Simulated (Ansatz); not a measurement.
Several settings converged on ScPd₃ (P4mm, 4 atoms in the cell)

```
CELL_PARAMETERS angstrom
      3.99955     0.00000     0.00000
      0.00000     3.99955     0.00000
      0.00000     0.00000     3.99955
ATOMIC_POSITIONS crystal
  Sc 0.00000 0.00000 0.01250
  Pd 0.50000 0.50000 0.00000
  Pd 0.00000 0.50000 0.50000
  Pd 0.50000 0.00000 0.50000
```

Base method: PBEsol, default PAW files made with PBE (plane waves; Ansatz, a quantum-chemistry and plane-wave program).

Base settings: basis.ecutwfc = 30.9 Ry; kpoints.mp_grid.grid = 7 7 7; hamiltonian.xc = pbesol; hamiltonian.pseudopotentials = {kind: paw} (the program's default PAW files); scf.occupations.method = gaussian; scf.occupations.width = 0.0073 Ry.

The count of work is k-points × plane waves × bands × iterations; it is no time. 

**The cutoff for other potential files**

Level: DFT, PBEsol, plane waves, harder PAW files (source: ansatz) made with PBE.

In this ladder: hamiltonian.pseudopotentials = {kind: paw, source: ansatz}.

The second cell is the first with its lattice scaled by 0.98.

The mesh stays at the base's, so the ladder's end is converged at best in this setting alone.

The first pressure column holds Ansatz's estimate of the finite-basis (Pulay) stress, which hides part of the cutoff error; the other is without it.

Only quantities that move along the ladder and can be compared are tabulated.

```tsv
basis.ecutwfc	free energy less the last step's (meV/atom)	energy of the compressed cell less the first (meV/atom)	pressure (GPa)	pressure without the Pulay estimate (GPa)	largest difference of a force vector from the last step's (eV/Å)	count of work / last
20.2 Ry	12668.54	-81.49	-30.68	-534.60	0.432	0.12
24.6 Ry	3177.32	-46.39	-5.96	-183.74	0.019	0.16
31.2 Ry	259.05	-11.96	-6.93	-29.24	0.010	0.21
38.2 Ry	8.58	-11.19	-6.43	-7.68	0.001	0.28
44.8 Ry	0.77	-11.15	-6.41	-6.42	0.000	0.34
53.7 Ry	0.64	-11.15	-6.41	-6.42	0.000	0.47
67.3 Ry	0.33	-11.15	-6.41	-6.43	0.000	0.64
89.7 Ry	0.00	-11.15	-6.41	-6.43	0.000	1.0
```

Coarsest basis.ecutwfc that holds the pressure within 0.1 GPa of the last step, with all finer ones: 38.2 Ry, at 0.28 of the last step's count of work; the step before is off by 0.52 GPa.

Coarsest basis.ecutwfc that holds the free energy within 2 meV/atom of the last step, with all finer ones: 44.8 Ry, at 0.34 of the last step's count of work; the step before is off by 8.6 meV/atom.

Coarsest basis.ecutwfc that holds the energy of the compressed cell less the first within 0.2 meV/atom of the last step, with all finer ones: 38.2 Ry, at 0.28 of the last step's count of work; the step before is off by 0.80 meV/atom.

The energy difference between the two cells stays within 1 meV/atom of the last step's from 31.2 Ry on, the total only from 44.8 Ry on: much of the error is common to both cells and cancels.

At the lowest cutoff the pressure without the Pulay estimate lies 528 GPa under the last step's, the usual sign of Pulay stress in an incomplete plane-wave basis.

**The relaxed cell against the cutoff**

On ScPd3 (Pm-3m, 4 atoms in the cell): atoms on their sites.

In this ladder: relax = cell and atoms.

The mesh stays at the base's, so the ladder's end is converged at best in this setting alone.

Only quantities that move along the ladder and can be compared are tabulated.

```csv
basis.ecutwfc,relaxed volume (Å³/atom),relaxation steps
18.4 Ry,15.631,16
21.7 Ry,15.272,12
26.1 Ry,15.325,7
30.9 Ry,15.324,5
37.1 Ry,15.325,5
46.3 Ry,15.323,5
61.7 Ry,15.323,5
```

Coarsest basis.ecutwfc that holds the relaxed volume within 0.031 Å³/atom of the last step, with all finer ones: 26.1 Ry; the step before is off by 0.051 Å³/atom.

At the lowest cutoff the cell relaxes to a volume 2.0 % larger than at the highest. Ansatz relaxes on a stress corrected for the finite basis.

On the base run: the starting cell comes from a database of computed structures (which also holds hypothetical and non-ambient phases and stackings), without a prior relaxation at this level. Its lattice was rescaled by up to half a per cent. One atom was moved a little off its site on purpose. Spin polarisation is off.

Left out of this page: 1 run of the series failed or unconverged.

Keys are those of Ansatz 0.2.
